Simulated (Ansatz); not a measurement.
**ZrSe2, point defects**

The reference is a 9-atom supercell of ZrSe$_{2}$ in the CdI2 type structure (space group P-3m1, No. 164; a = 3.735 Å, c = 6.031 Å; layered, stacked along the Cartesian z axis) at its relaxed geometry.

One neutral defect a cell, atoms relaxed at fixed cell.

Method: DFT with PBE-D3(BJ), PAW potentials and a 420 eV plane-wave cutoff in Ansatz (a program for electronic structure), without spin-orbit coupling, earlier PAW set.

| variant | largest displacement of a host atom from its site in the perfect cell | pressure |
|---|---|---|
| perfect supercell | – | 0.0 GPa |
| H interstitial (started 2.58 Å from the nearest host atom), symmetric start | 0.21 Å | -1.0 GPa |
| Os on a Se site | 0.21 Å | ? |
| Se on a Zr site (antisite), symmetric start | 0.05 Å | 0.6 GPa |
| Se vacancy | ? | ? |

Problem. What belongs in the blanks?

Solution. 
- Os on a Se site, pressure: -3.4 GPa
- Se vacancy, largest displacement of a host atom from its site in the perfect cell: 0.34 Å
- Se vacancy, pressure: 0.5 GPa

The cell is small, so the values are those of an ordered compound at a high defect concentration; dilute-limit values will differ. Defects with a symmetric start kept the site's symmetry and may sit on a saddle; the others started slightly shaken. All final runs are without spin polarisation.
